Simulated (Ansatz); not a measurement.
**Formation energy of AlN (zinc blende, F-43m) from the elements: levels of theory**

Consider the formation energy of AlN (zinc blende, F-43m) from the elements. Reaction: Al (fcc) + 1/2 N2 (gas) → AlN (zinc blende). The sign is products less reactants. The value is per atom of the solid.

AlN (zinc blende, F-43m), 2 atoms in the cell. Conventional cell: a = 4.4032 Å, b = 4.4032 Å, c = 4.4032 Å, α = 90.00°, β = 90.00°, γ = 90.00°.

Method: Ansatz (a first-principles code), PAW, neutral cells at 0 K with nuclei at rest, on structures from PBE. Ansatz runs with its default PAW set. Other levels take these structures, unless marked own geometry. HSE06 runs on coarser k-point meshes, mended by the PBE difference between the two meshes. Some cells are metallic or hold partly filled levels, where a hybrid on a coarse mesh is less sure. The lattices are those relaxed with PBE, so at other levels the solids can be strained, which adds to the spread. A dispersion term (D3(BJ), or D4 for r2SCAN) was computed beside these levels and is taken off wherever the name lacks it.

| Level | value (eV/atom) |
|---|---|
| PBE | -1.35 |
| PBE+D3(BJ) | -1.44 |
| LDA | -1.67 |
| PBEsol | -1.45 |
| RPBE | … |
| r2SCAN+D4 | -1.66 |
| HSE06+D3(BJ) | -1.56 |
| r2SCAN (own geometry) | … |

Problem. Fill in the missing entries.

Solution. 
- RPBE, value (eV/atom): -1.19
- r2SCAN (own geometry), value (eV/atom): -1.61

The levels span 0.48 eV/atom, from LDA (-1.67) to RPBE (-1.19).

Rough cost of one single point on AlN (zinc blende), against PBEsol's on the same shared machine and with each level's own mesh and cutoff: r2SCAN about 2 times, HSE06 about 9 times (HSE06 on a 8×8×8 mesh, the others on 14×14×14).
